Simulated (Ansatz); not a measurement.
Reference: TiSb (P6_3/mmc), PBEsol, DFPT electron-phonon coupling, linearised Boltzmann equation (plane waves, PAW, scalar-relativistic; Ansatz, an electronic-structure program); geometry: relaxed with this functional, without spin-orbit coupling.

```
CELL_PARAMETERS angstrom
      3.98439     0.00000     0.00000
     -1.99220     3.45058     0.00000
      0.00000     0.00000     6.19593
ATOMIC_POSITIONS crystal
  Ti 0.00000 0.00000 0.00000
  Ti 0.00000 0.00000 0.50000
  Sb 0.33333 0.66667 0.25000
  Sb 0.66667 0.33333 0.75000
```

- resistivity at 300 K = 76 μΩ·cm

Question: Replace Sb by As on the same sites and relax. What happens?

Answer: TiAs (P6_3/mmc): volume per atom 21.3 to 17.1 Å³; resistivity at 300 K falls (76 μΩ·cm to 43 μΩ·cm).

Question: Swap Ti for Pd, keeping the structure type. How do these values move?

Answer: PdSb (P6_3/mmc): volume per atom 21.3 to 20.2 Å³; resistivity at 300 K falls (76 μΩ·cm to 14.7 μΩ·cm).

Question: Replace Sb by Se on the same sites and relax. What happens?

Answer: TiSe (P6_3/mmc): volume per atom 21.3 to 16.5 Å³; resistivity at 300 K falls (76 μΩ·cm to 41 μΩ·cm).

Moves up to 9 % count as about the same. Metals; harmonic phonons alone scatter; means over directions. Halving the electron mesh moves these values by up to 6 %; q meshes are mostly untested. Some of the runs warned that the eigensolver left states short of its tolerance. Spin-orbit coupling is left out.

Formula and space group known from diffraction (Crystallography Open Database), not checked to be the room-temperature form: PdSb (P6_3/mmc), TiAs (P6_3/mmc), TiSb (P6_3/mmc), TiSe (P6_3/mmc).
